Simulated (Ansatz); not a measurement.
Consider this model of amorphous In$_{9}$Ga$_{9}$Zn$_{9}$O$_{37}$Na$_{2}$.

```yaml
crystal:
  lattice:
    - [9.30499, 0.05847, 0.15337]
    - [0.05847, 9.32248, 0.25039]
    - [0.15337, 0.25039, 9.65181]
  atoms:
    - { symbol: In, position: [0.86521, 0.50895, 0.64942] }
    - { symbol: In, position: [0.26323, 0.69451, 0.22315] }
    - { symbol: In, position: [0.87513, 0.34269, 0.29899] }
    - { symbol: In, position: [0.04692, 0.95381, 0.95940] }
    - { symbol: In, position: [0.75258, 0.12635, 0.83163] }
    - { symbol: In, position: [0.74486, 0.02093, 0.14819] }
    - { symbol: In, position: [0.00756, 0.16011, 0.62448] }
    - { symbol: In, position: [0.11298, 0.77081, 0.61984] }
    - { symbol: In, position: [0.46016, 0.61457, 0.87643] }
    - { symbol: Ga, position: [0.72005, 0.44600, 0.00417] }
    - { symbol: Ga, position: [0.04963, 0.00261, 0.33338] }
    - { symbol: Ga, position: [0.90480, 0.71089, 0.32548] }
    - { symbol: Ga, position: [0.53805, 0.35130, 0.27682] }
    - { symbol: Ga, position: [0.43571, 0.96601, 0.89526] }
    - { symbol: Ga, position: [0.22523, 0.42132, 0.72375] }
    - { symbol: Ga, position: [0.62930, 0.83730, 0.63170] }
    - { symbol: Ga, position: [0.39980, 0.87454, 0.41460] }
    - { symbol: Ga, position: [0.32739, 0.10442, 0.62988] }
    - { symbol: Zn, position: [0.24794, 0.40853, 0.09255] }
    - { symbol: Zn, position: [0.80274, 0.74199, 0.88628] }
    - { symbol: Zn, position: [0.43305, 0.25044, 0.95451] }
    - { symbol: Zn, position: [0.43882, 0.56946, 0.48866] }
    - { symbol: Zn, position: [0.05369, 0.61432, 0.98791] }
    - { symbol: Zn, position: [0.59732, 0.68407, 0.20333] }
    - { symbol: Zn, position: [0.64307, 0.14452, 0.49521] }
    - { symbol: Zn, position: [0.35902, 0.04377, 0.16297] }
    - { symbol: Zn, position: [0.99786, 0.29699, 0.97485] }
    - { symbol: O, position: [0.78277, 0.24246, 0.01200] }
    - { symbol: O, position: [0.03315, 0.77178, 0.83992] }
    - { symbol: O, position: [0.08319, 0.54587, 0.65761] }
    - { symbol: O, position: [0.74570, 0.68636, 0.70388] }
    - { symbol: O, position: [0.70032, 0.45656, 0.20010] }
    - { symbol: O, position: [0.04634, 0.69707, 0.17897] }
    - { symbol: O, position: [0.38760, 0.53108, 0.68842] }
    - { symbol: O, position: [0.43600, 0.83972, 0.22291] }
    - { symbol: O, position: [0.89629, 0.50037, 0.90883] }
    - { symbol: O, position: [0.54292, 0.05719, 0.02613] }
    - { symbol: O, position: [0.55929, 0.40678, 0.90138] }
    - { symbol: O, position: [0.52407, 0.33373, 0.46775] }
    - { symbol: O, position: [0.26467, 0.72347, 0.45436] }
    - { symbol: O, position: [0.97891, 0.02765, 0.15834] }
    - { symbol: O, position: [0.27494, 0.60812, 0.01594] }
    - { symbol: O, position: [0.88204, 0.53106, 0.42259] }
    - { symbol: O, position: [0.72831, 0.01276, 0.64270] }
    - { symbol: O, position: [0.97940, 0.84446, 0.44648] }
    - { symbol: O, position: [0.46390, 0.02326, 0.51616] }
    - { symbol: O, position: [0.75200, 0.80870, 0.24826] }
    - { symbol: O, position: [0.42961, 0.54047, 0.28236] }
    - { symbol: O, position: [0.80780, 0.29308, 0.65787] }
    - { symbol: O, position: [0.99311, 0.14290, 0.83845] }
    - { symbol: O, position: [0.98946, 0.17690, 0.41345] }
    - { symbol: O, position: [0.22106, 0.33453, 0.90166] }
    - { symbol: O, position: [0.39201, 0.26964, 0.16867] }
    - { symbol: O, position: [0.63998, 0.65251, 0.00068] }
    - { symbol: O, position: [0.80660, 0.93510, 0.94983] }
    - { symbol: O, position: [0.48001, 0.82351, 0.77900] }
    - { symbol: O, position: [0.44547, 0.13809, 0.77782] }
    - { symbol: O, position: [0.21502, 0.27280, 0.59940] }
    - { symbol: O, position: [0.26541, 0.96257, 0.99913] }
    - { symbol: O, position: [0.69642, 0.17815, 0.29851] }
    - { symbol: O, position: [0.05233, 0.36635, 0.15816] }
    - { symbol: O, position: [0.24656, 0.02083, 0.33724] }
    - { symbol: O, position: [0.16696, 0.98546, 0.64854] }
    - { symbol: O, position: [0.55484, 0.75076, 0.48432] }
    - { symbol: Na, position: [0.56100, 0.35674, 0.68233] }
    - { symbol: Na, position: [0.22599, 0.27569, 0.36345] }
```

Methods: PBE, scalar-relativistic without spin-orbit coupling (Ansatz, an electronic-structure program); r2SCAN, scalar-relativistic without spin-orbit coupling (Ansatz); HSE06, scalar-relativistic without spin-orbit coupling (Ansatz). Neutral PBE cell, which sets geometry, pressure and energy: sampling: a 2×2×2 Γ-centred mesh; Fermi-Dirac width 0.02 eV; no spin polarisation. Exact exchange is cut at the faces of this 9 Å cell, which leaves hybrid gaps a finite-size error.

A CHGNet melt-quench gave the starting glass, which DFT then relaxed. O atoms were pushed apart under 1.9 Å during the dynamics, to hinder bonds among them. The hot cell started wider than the set density and was brought back towards it in steps. It is the lowest in DFT energy of 2 quenches. It is a model cell: composition and starting density were chosen by hand, and all elements were melted together. No dispersion term was used. Its density started from a set value of 5.73 and ended at 5.73 g/cm³. Cooling (nominally 320 K/ps over its main leg) ran many orders faster than in experiment, which tends to leave more defects and strain. Values belong to this one cell and scatter from quench to quench. The volume was held where the preparation left it and the shape relaxed.

Q: Give the pressure and the spacing of the highest filled and lowest empty levels.

A: 
```yaml
Pressure on a 2×2×2 Γ-centred mesh: 3.01 GPa
Largest force and stress component on that mesh (the relaxation ran on the zone centre alone): 0.09 eV/Å and 3.2 GPa
Gap on a 2×2×2 Γ-centred mesh (PBE): 0.82 eV
Gap at the zone centre (PBE): 0.82 eV
Gap at the zone centre (r2SCAN): 1.27 eV
Gap at the zone centre (HSE06): 2.40 eV
Distance between the nearest levels spread over more than a fifth of the atoms or a third of the atoms of their main element (six at least) (PBE, zone centre): 0.82 eV
```

Q: At PBE and the zone centre, how localised are the states just below and above the Fermi level (participation number: the atoms over which a state spreads)?

A: The highest filled state is spread over 16.9 atoms' worth, largest on O47, with weights by element (charge in smoothed Voronoi cells) O 0.81, Zn 0.16, Ga 0.02. The lowest empty state is spread over 58.5 atoms' worth, largest on In5, with weights by element (charge in smoothed Voronoi cells) O 0.50, In 0.23, Zn 0.13.

Neighbours within In-In 3.12 Å, In-Ga 2.90 Å, In-Zn 2.90 Å, In-O 2.60 Å, In-Na 3.39 Å, Ga-Ga 2.68 Å, Ga-Zn 2.68 Å, Ga-O 2.32 Å, Ga-Na 3.17 Å, Zn-Zn 2.68 Å, Zn-O 2.52 Å, Zn-Na 3.17 Å, O-O 1.58 Å, O-Na 2.78 Å, Na-Na 3.65 Å count as bonded. Two cations that share two anions don't count as bonded, nor two that share one unless they lie closer than In-In 3.04 Å, In-Ga 2.82 Å, In-Zn 2.82 Å, In-Na 3.30 Å, Ga-Ga 2.61 Å, Ga-Zn 2.61 Å, Ga-Na 3.08 Å, Zn-Zn 2.61 Å, Zn-Na 3.08 Å, Na-Na 3.55 Å.

Added carriers, by PBE, scalar-relativistic without spin-orbit coupling (Ansatz) on the zone centre alone. Charged cells keep the cell fixed and stand in a uniform background, with no image correction, at a width of 0.01 eV; where the count is odd the moment is locked at 1 μB, unless the neutral cell bore moments. Each starts from the undistorted neutral geometry alone. PBE's self-interaction favours spread-out carriers, so it can miss traps that a hybrid finds.

Q: What happens at PBE when the cell takes an extra electron and the atoms relax?

A: Relaxation lowers the charged cell by 0.01 eV. The largest moves are O44 0.02 Å, O28 0.02 Å, O49 0.02 Å, O61 0.01 Å. The level that holds the added charge spreads over 58.5 atoms' worth, most on In5 (weight 0.03): a carrier spread over the cell. No bond crosses its cut-off with a change of over 0.15 Å (metal-metal contacts aside). Made neutral again at that geometry, the cell lies +0.01 eV from the neutral start.

Q: What happens at PBE when the cell takes a hole and the atoms relax?

A: Relaxation lowers the charged cell by 0.07 eV. The largest moves are O39 0.09 Å, O48 0.08 Å, O37 0.07 Å, O62 0.06 Å. The level that was emptied spreads over 20.4 atoms' worth, most on O39 (weight 0.09): a carrier spread over the cell. No bond crosses its cut-off with a change of over 0.15 Å (metal-metal contacts aside). Made neutral again at that geometry, the cell lies +0.09 eV from the neutral start (a closed shell was imposed there, with levels 0.60 eV apart, so this is an upper bound).
